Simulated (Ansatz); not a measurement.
# Evanescent states of LiTaO$_{3}$ (R3c, 10 atoms a cell, 10.5 Å³ an atom) along the normal of (101)

Calculation: PBEsol (plane waves, PAW; Ansatz, a first-principles code).

No gap correction and no spin-orbit coupling; mid-gap is the computed energy nearest the middle.

Energies count from the valence-band top; κ is the least over a 8×6 mesh across the current.

```
E (eV)  κ (1/Å)  where
------  -------  -----
0.09      0.169  off Γ
0.27      0.249      Γ
0.45      0.289      Γ
0.63      0.316      Γ
0.81      0.337      Γ
0.99      0.353      Γ
1.17      0.366      Γ
1.35      0.376      Γ
1.53      0.383      Γ
1.71      0.388      Γ
1.89      0.390      Γ
2.07      0.391      Γ
2.25      0.388      Γ
2.43      0.383      Γ
2.61      0.375      Γ
2.79      0.363      Γ
2.97      0.346      Γ
3.15      0.324      Γ
3.33      0.293      Γ
3.51      0.250      Γ
3.69      0.178      Γ
```

Question: How thick must the barrier be to attenuate the transmission by 10^4 when the electrodes' Fermi level lies at 3.33 eV, and what attenuation does that film give at 0.45 eV?

Answer: d = 4 ln 10 / (2 × 0.293) = 15.7 Å. At 0.45 eV it gives 4 × 0.289/0.293 = 3.9 decades.
